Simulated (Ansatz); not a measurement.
Take Ti3Al (space group P6_3/mmc, No. 194; a = 5.7553 Å, c = 4.6546 Å) as the base. Axes: x lies along a and z along c of the hexagonal cell.

Structures relaxed with PBE/PAW in Ansatz (a first-principles code), without spin-orbit coupling, earlier PAW set.

Base:

Simulated powder pattern, Cu Kα1, λ = 1.54056 Å (kinematic, ideal powder, no thermal factors, no anomalous dispersion; the 14 strongest lines at most, above 2 %, up to 2θ = 90°):

```csv
2θ (°),I/Imax (%),hkl
26.17,6.4,(101)
31.05,2.2,(110)
36.01,25,(200)
38.66,27,(002)
41.05,100,(201)
53.85,14,(202)
64.74,15,(220)
71.58,16,(203)
76.37,2.2,(400)
78.01,17,(222)
79.57,12,(401)
82.90,2.4,(004)
89.05,3.0,(402)
```

One thing is altered: biaxial strain +2.13 %, plane normal [001], relaxed out of plane (Cartesian); in-plane vectors clamped, the third vector and the atoms free.

After the change:

Simulated powder pattern, Cu Kα1, λ = 1.54056 Å (kinematic, ideal powder, no thermal factors, no anomalous dispersion; the 14 strongest lines at most, above 2 %, up to 2θ = 90°):

| 2θ (°) | d (Å) | I/Imax (%) | hkl |
|---|---|---|---|
| 26.10 | 3.411 | 6.1 | (101) |
| 30.39 | 2.939 | 2.2 | (110) |
| 35.23 | 2.545 | 25 | (200) |
| 39.17 | 2.298 | 25 | (002) |
| 40.48 | 2.227 | 100 | (201) |
| 53.70 | 1.706 | 14 | (202) |
| 63.23 | 1.469 | 16 | (220) |
| 71.88 | 1.312 | 15 | (203) |
| 74.50 | 1.273 | 2.3 | (400) |
| 76.96 | 1.238 | 17 | (222) |
| 77.81 | 1.226 | 12 | (401) |
| 84.21 | 1.149 | 2.2 | (004) |
| 87.56 | 1.113 | 3.0 | (402) |

The indices refer to the base's conventional cell; one index is shown for lines that coincide.

Whether these cells are dynamically stable was not tested. The final runs are not spin-polarised.
